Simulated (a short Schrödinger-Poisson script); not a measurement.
System: MOS inversion layer, HfO2 on p-type Si(110), at 300 K.

From the gate side: 12.3 nm HfO2; 1200 nm Si, acceptors 1.2e17 cm⁻³.

Constants are typed, rounded textbook-type inputs, not results; the design itself was drawn at random and stands for no fabricated device. HfO2: permittivity 22, conduction-band edge (eV) 1.55, gap (eV) 5.7, electron mass (mₑ) 0.2. Si: permittivity 11.7, conduction-band edge (eV) 0, gap (eV) 1.124, Nv at 300 K (cm⁻³) 3.1e19.

Channel valleys (confinement mass, in-plane density-of-states mass, number): Δ4 0.315, 0.324, 4; Δ2 0.19, 0.417, 2. At the gate the conduction-band edge of layer 1 lies 1.73 eV − eVg above the Fermi level of the channel; the field vanishes at the back. Gaps are held at their typed values at every temperature. Mesh 0.03 nm at interfaces.

From a short Schrödinger-Poisson script (our own, NumPy): 1D Poisson equation in equilibrium, electrons quantum, Hartree (BenDaniel-Duke, 12 states a valley, the channel's in-plane mass for all, wave functions ending at the dielectric), parabolic valleys, classical holes, full ionisation, no traps, pinning or gate leakage.

```tsv
Vg (V)	electrons (cm⁻²)	C (μF/cm²)	Δ4 E0 (meV from the Fermi level)	Δ2 E0 (meV from the Fermi level)
0.2	2.25e10	0.205	177.5	191.6
0.3	2.50e11	0.683	114.4	129.6
0.4	7.60e11	0.955	84.6	101.5
0.5	1.39e12	1.07	67.9	86.6
0.6	2.07e12	1.13	56.5	76.9
0.7	2.79e12	1.17	47.8	70.0
0.8	3.53e12	1.20	40.7	64.6
0.9	4.28e12	1.22	34.7	60.2
1	5.05e12	1.24	29.5	56.6
1.1	5.82e12	1.25	24.9	53.5
1.2	6.61e12	1.26	20.7	50.8
1.3	7.40e12	1.28	16.8	48.4
1.4	8.20e12	1.29	13.3	46.2
1.5	9.01e12	1.29	9.9	44.3
1.6	9.82e12	1.30	6.8	42.5
1.7	1.06e13	1.31	3.9	40.9
1.8	1.14e13	1.31	1.1	39.4
```

Gate voltages with under 1e9 electrons/cm² are left out.

Problem. At Vg = 1.8 V the lowest Δ4 subband lies at 1.1 meV from the Fermi level. How many electrons does it hold, and what share of all?

Solution. The two-dimensional density of states is g m/(πħ²) = 5.41e11 cm⁻² meV⁻¹ (both spins), kT = 25.9 meV, so n = D kT ln(1 + exp(−E/kT)) = 9.42e12 cm⁻², 0.82 of the 1.14e13 cm⁻² in all.

Problem. Compare the slope of the sheet density between 1.6 and 1.8 V with the geometric capacitance of the layers between gate and channel.

Solution. q Δn/ΔV = 1.27 μF/cm²; ε0/Σ(t/ε) = 1.58 μF/cm². The ratio is 0.80: the channel acts as a further capacitance in series.
